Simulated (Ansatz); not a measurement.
Pressure series in InSe

Take InSe in the beta-GaS type structure (space group P6_3/mmc, No. 194; a = 4.0320 Å, c = 16.7626 Å; layered, stacked along the Cartesian z axis) as the base.

Cell and atoms are relaxed at each pressure.

All numbers come from DFT with PBE-D3(BJ), PAW potentials and a 420 eV plane-wave cutoff in Ansatz (an electronic-structure program), without spin-orbit coupling, earlier PAW set.

```csv
case,band gap,lattice parameter a
base,0.37 eV,4.032 Å
pressure −1 GPa,0.42 eV,4.070 Å
pressure 0.9 GPa,0.41 eV,4.001 Å
pressure 2.1 GPa,0.50 eV,3.963 Å
pressure 9 GPa,0.73 eV,3.787 Å
pressure 15 GPa,0.30 eV,3.672 Å
pressure 22.5 GPa,zero,3.554 Å
pressure 30 GPa,zero,3.451 Å
```

The mesh was chosen for an insulator and is coarse for the gapless case. Load acts through the strain it causes; cell and atoms are relaxed under it. Whether these cells are dynamically stable was not tested. Competing high-pressure phases were not computed. The final runs are not spin-polarised. A zero or small gap of InSe under pressure 22.5 GPa and InSe under pressure 30 GPa can be the functional's error rather than a property of the material.
